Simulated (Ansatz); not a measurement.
# BN: pressure series

The reference is BN in the h-BN type structure (space group P6_3/mmc, No. 194; layered, stacked along the Cartesian z axis).

```
CELL_PARAMETERS angstrom
      2.50580     0.00000     0.00000
     -1.25290     2.17009     0.00000
      0.00000     0.00000     6.61620
ATOMIC_POSITIONS crystal
  B  0.33333 0.66667 0.25000
  B  0.66667 0.33333 0.75000
  N  0.33333 0.66667 0.75000
  N  0.66667 0.33333 0.25000
```

Cell and atoms are relaxed at each pressure.

Level of theory: plane-wave PAW DFT at the PBE-D3(BJ) level (Ansatz, a first-principles code, 420 eV), spin-orbit coupling left out, earlier PAW set.

Candidates:
(a) pressure 10 GPa
(b) pressure 0.7 GPa
(c) pressure 5 GPa

For the base:

```
Item       Result
--------  -------
Band gap  4.24 eV
```

### Question
Order them by band gap, lowest first.

### Answer
(a) pressure 10 GPa (4.02 eV), (c) pressure 5 GPa (4.08 eV), (b) pressure 0.7 GPa (4.20 eV)

Load acts through the strain it causes; cell and atoms are relaxed under it. No phonon test of stability was made. Competing high-pressure phases were not computed.
